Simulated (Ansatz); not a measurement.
Results of PBEsol (PAW; Ansatz, an electronic-structure program) for AlP (model structure, P6₂22, No. 180, 6 atoms in the cell).

Numerical settings: plane-wave cutoff 520 eV, 18×18×8 k mesh (along the axes of the cell as run), Fermi–Dirac smearing 0.05 eV, scalar-relativistic PAW data made under PBE.

Computed at the level's own relaxed cell.

```
CELL_PARAMETERS angstrom
      3.82126     0.00000     0.00000
     -1.91063     3.30931     0.00000
      0.00000     0.00000     8.63271
ATOMIC_POSITIONS crystal
  Al 0.49999 0.00000 0.66667
  Al 0.00000 0.49999 0.33333
  Al 0.50001 0.50001 0.00000
  P  0.49998 0.00000 0.16667
  P  0.00000 0.49998 0.83333
  P  0.50002 0.50002 0.50000
```

Question: List the 15 lowest band energies at Γ above −25 eV (eV, relative to the valence band maximum), grouping those that round alike.

Answer: At Γ: -12.59, -11.00 (×2), -4.95 (×2), -2.31, -1.15 (×2), -0.37 (×2), -0.04, 0.00, 2.04 (×2), 2.18.

Note: the relaxation could raise the start's symmetry but not lower it, so the cell can be a saddle point.

A model structure was made by putting elements into a prototype or built by hand; it is no filed structure, need not be a known phase, and can be a saddle point held by its symmetry.
